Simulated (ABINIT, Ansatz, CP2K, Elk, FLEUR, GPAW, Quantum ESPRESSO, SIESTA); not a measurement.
# One structure in several programs: SnSe₂ (P-3m1, 3 atoms in the cell)

Self-consistent single point.

```yaml
crystal:
  lattice:
    - [1.90500, -3.29956, 0.00000]
    - [1.90500, 3.29956, 0.00000]
    - [0.00000, 0.00000, 6.14000]
  atoms:
    - { symbol: Sn, position: [0.00000, 0.00000, 0.00000] }
    - { symbol: Se, position: [0.33333, 0.66667, 0.25000] }
    - { symbol: Se, position: [0.66667, 0.33333, 0.75000] }
```

All programs got the same cell, k-point mesh and kind of occupations (in Ansatz's words: kpoints.mp_grid.grid = 7 7 4; scf.occupations.method = fermi_dirac; scf.occupations.width = 0.05 eV); potentials, basis and cutoffs are each program's usual ones.

| code | model | pressure (GPa) | largest force (eV/Å) | gap on the mesh (eV) | k-points | cutoff |
|---|---|---|---|---|---|---|
| GPAW | PBE, GPAW PAW datasets PBE (gpaw-data 1.0.1) | 5.08 | 0.689 | 0.822 | 28 | 600 eV |
| Quantum ESPRESSO | PBE, SSSP 1.1.2 efficiency (PBE) pseudopotentials | 5.40 | 0.737 | 0.806 | 28 | 40 Ry |
| SIESTA | GGA PBE, numerical atomic orbitals TZP, PseudoDojo PBE standard norm-conserving potentials (rewritten from UPF to PSML) | 8.13 | 1.336 | 0.793 | 102 | grid 300 Ry |
| FLEUR | PBE, all-electron FLAPW (FLEUR), scalar-relativistic valence | – | – | 0.845 | 28 | Kmax 4.3 1/bohr |
| Elk | PBE, all-electron FP-LAPW, Elk's shipped species files, default APW+lo basis | – | – | 0.816 | 28 | default |
| ABINIT | PBE, norm-conserving pseudopotentials (PseudoDojo nc-sr-05 PBE standard) | 5.30 | 0.716 | 0.802 | 28 | 86 Ry |
| Ansatz | PBE, default PAW files | 5.25 | 0.713 | 0.817 | 28 | 420 eV |
| CP2K | PBE, GPW, TZVP-MOLOPT-SR-GTH basis, GTH-PBE potentials (GTH_POTENTIALS) | 6.66 | 0.945 | 0.753 | 99 | grid 400 Ry |

A dash marks a value that a program does not give, or that is left out as unsure.

Gaps are read on the mesh. Another mesh or the band path gives a smaller gap, so these values are not converged in the mesh.

The spread over the programs that give each value: pressure within 3.05 GPa; largest force within 0.647 eV/Å; gap on the mesh within 0.092 eV.

The starting cell has typed, rounded lattice constants, without a prior relaxation at this level. On Ansatz's run: In the base run, with a pressure of about 5 GPa the cell is away from its equilibrium volume at this level.

Q: Why do the programs differ, and what cannot be compared?

A: Differences of this kind can come from the potentials, where these differ, and from what each basis and cutoff leave unconverged. The valence holds different numbers of electrons (GPAW 26, Quantum ESPRESSO 26, SIESTA 46, FLEUR 46, ABINIT 46, Ansatz (a program for electronic structure) 46, CP2K 16). The zero of total energies and Fermi levels follows the potentials and each program's conventions, so they are not compared here. SIESTA and CP2K use small atom-centred bases, whose incompleteness enters pressures, forces and empty levels differently from a plane-wave cutoff. FLEUR and Elk treat all electrons, but the usual bases taken here (sphere radii, linearisation, local orbitals, empty states) were not tested for convergence, so the values are no reference for the others. Ansatz's pressure is given at a fixed set of plane waves, as the other plane-wave codes print theirs; with its correction for the finite basis it is 5.29 GPa. The programs reduce the same mesh by symmetry to different extents, which changes the work and not the result. In the pressure, SIESTA (by 2.85) and CP2K (by 1.39) lie more than 1 GPa from the median of the plane-wave programs. In the force vectors, SIESTA (by 0.622) and CP2K (by 0.230) lie more than 0.08 eV/Å from the median of the plane-wave programs.

Keys are those of Ansatz 0.2.
